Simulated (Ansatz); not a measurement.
Consider Zr in the hcp (Mg type) structure (space group P6_3/mmc, No. 194; relaxed with 0.1 eV smearing).

```yaml
crystal:
  lattice:
    - [3.24431, 0.00000, 0.00000]
    - [-1.62215, 2.80965, 0.00000]
    - [0.00000, 0.00000, 5.15800]
  atoms:
    - { symbol: Zr, position: [0.33333, 0.66667, 0.75000] }
    - { symbol: Zr, position: [0.66667, 0.33333, 0.25000] }
```

Cartesian axes are those of the cell as printed.

All numbers come from plane-wave PAW DFT at the r2SCAN level (Ansatz, a quantum-chemistry and plane-wave program, 500 eV), spin-orbit coupling left out.

Modification: the cell is stretched by 4.80 % along y with no lateral relaxation; the atoms relax in the strained cell.

Predict the stress tensor and what it implies for the stiffness.

Stress of the strained cell less that of the base (GPa, compression positive):
```
   -3.0     0.0     0.0
    0.0    -6.3     0.0
    0.0     0.0    -2.9
```

Then −Δσ_ii/ε with ε = 0.0480 gives secant stiffness values (nonlinear terms included at this strain): C22 ≈ 131 GPa, C12 ≈ 63 GPa and C23 ≈ 61 GPa.

As a check, the harmonic strain energy −½ V₀ Δσ:ε is 22 meV/atom; the computed energy rise is 23 meV/atom.

No phonon test of stability was made. The final runs are not spin-polarised.
